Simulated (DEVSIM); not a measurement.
Structure: Si p-n junction from an implanted or diffused profile, at 300 K.

```tsv
layer (left to right)	material	thickness (μm)	Nd (cm⁻³)	τn (s)	τp (s)
1	Si	41.0	4e15	8.7e-6	8.7e-6
```

Added acceptor profile: 1.1e19 cm⁻³ × exp(−(x − 0 μm)²/(2·(0.024 μm)²)). Left contact: ohmic. Right contact: ohmic. Voltage is applied to the left contact. Recombination: SRH at mid-gap, radiative, Auger. Mobility is constant in doping.

The device is made up for the run: typed textbook-type constants, with dimensions and the other settings drawn at random. Values at 300 K; Nc and Nv go as T^1.5, mobilities as T to minus their exponent, the gap by Varshni's rule with the affinity fixed.

| parameter | Si |
|---|---|
| gap (eV) | 1.124 |
| affinity (eV) | 4.05 |
| permittivity | 11.7 |
| Nc (cm⁻³) | 2.86e19 |
| Nv (cm⁻³) | 3.1e19 |
| μn (cm²/Vs) | 1417 |
| μp (cm²/Vs) | 470 |
| T exponent of μn | 2.3 |
| T exponent of μp | 2.2 |
| B (cm³/s) | 4.7e-15 |
| Cn (cm⁶/s) | 2.8e-31 |
| Cp (cm⁶/s) | 9.9e-32 |
| Varshni α (eV/K) | 0.000473 |
| Varshni β (K) | 636 |

Simulated with DEVSIM: 1D drift-diffusion, Boltzmann statistics, complete ionisation; no tunnelling, impact ionisation, image-force lowering or self-heating.

The temperature was swept, all else fixed.

| temperature (K) | dark forward voltage at 1 A/cm² (V) | dark forward voltage at 100 A/cm² (V) | potential step across the device at zero bias (V) |
|---|---|---|---|
| 250 | 0.728 | 0.900 | 0.934 |
| 300 | 0.626 | 0.847 | 0.868 |
| 350 | 0.522 | 0.796 | 0.798 |
| 400 | 0.416 | 0.747 | 0.725 |
| 450 | 0.309 | 0.700 | 0.650 |
| 500 | 0.200 | 0.655 | 0.573 |

From the first row to the last the dark forward voltage at 1 A/cm² goes from 0.728 to 0.200. From the first row to the last the dark forward voltage at 100 A/cm² goes from 0.900 to 0.655.
